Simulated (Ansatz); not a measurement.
What pressure 5 GPa does to MoTe2

The reference is MoTe2 (space group P6_3/mmc, No. 194; a = 3.434 Å, c = 13.329 Å; layered, stacked along the Cartesian z axis).

Modification: a hydrostatic pressure of 5 GPa.

The values are results of PBEsol-D3(BJ) (Ansatz, a first-principles code; PAW; 420 eV plane waves; scalar-relativistic without spin-orbit coupling), not measurements. k-mesh 11×11×3 (Γ-centred); smearing 0.05 eV (Fermi–Dirac).

The volume per atom decreases by 1.42 Å³ to 21.27 Å³ and the lattice parameter a decreases by 0.063 Å, from 3.434 Å to 3.371 Å. The c/a ratio decreases by 0.034 (3.882 → 3.848) and the shortest interatomic distance shrinks by 0.0216 Å (2.688 Å → 2.667 Å). The enthalpy H = E + PV relative to the base's energy comes out as +0.68 eV/atom and the band gap goes from 0.33 eV to zero.

Cost of the whole job for the changed cell (relaxation, final SCF and bands): roughly 50 core-seconds.

A case with no gap was solved on a k-mesh chosen for an insulator, which is coarse for it. Spin-orbit coupling, missing from the scalar runs, can matter with Te. Load acts through the strain it causes; cell and atoms are relaxed under it. Whether these cells are dynamically stable was not tested. No other phases were tried under pressure. The final runs are not spin-polarised. A zero or small gap of MoTe2 under pressure 5 GPa can be the functional's error rather than a property of the material.
